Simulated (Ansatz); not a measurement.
RuB₂ (Pmmn, No. 59, 6 atoms in the cell; start mp-1077), treated with r²SCAN in Ansatz (plane waves, PAW).

Run with plane-wave cutoff 560 eV, 20×12×14 k mesh (along the axes of the cell as run), Fermi–Dirac smearing 0.05 eV, no spin polarisation, scalar-relativistic PAW data made under PBE.

Cell (relaxed at this level):

```cif
data_B4Ru2
_chemical_formula_sum 'B4 Ru2'
_space_group_name_H-M_alt 'Pmmn :1'
_space_group_IT_number 59
_space_group_name_Hall 'P 2 2ab -1ab'
_cell_length_a 2.86779
_cell_length_b 4.64261
_cell_length_c 4.03860
_cell_angle_alpha 90.000
_cell_angle_beta 90.000
_cell_angle_gamma 90.000
loop_
_space_group_symop_operation_xyz
  'x, y, z'
  '-x, -y, z'
  'x+1/2, -y+1/2, -z'
  '-x+1/2, y+1/2, -z'
  '-x+1/2, -y+1/2, -z'
  'x+1/2, y+1/2, -z'
  '-x, y, z'
  'x, -y, z'
loop_
_atom_site_label
_atom_site_type_symbol
_atom_site_symmetry_multiplicity
_atom_site_Wyckoff_symbol
_atom_site_fract_x
_atom_site_fract_y
_atom_site_fract_z
_atom_site_occupancy
B1 B 4 e 0.00000 0.19590 0.36253 1
Ru1 Ru 2 a 0.00000 0.00000 0.84671 1
```

### Question
Predict the bulk modulus.

### Answer

- bulk modulus: 294 GPa

Note: the run has no spin polarisation, so it can have missed a magnetic state; the bulk modulus is −V dP/dV from two relaxed cells at ±2 % in volume; the relaxation could not lower the start's symmetry, so the cell can be a saddle point above a distorted one.

The computed numbers hold no vibrational or temperature effects.

It cost very roughly 9 core-minutes of CPU time.

A start named mp-… is a Materials Project structure, which need not be a measured phase.

Ansatz is a program for electronic structure.
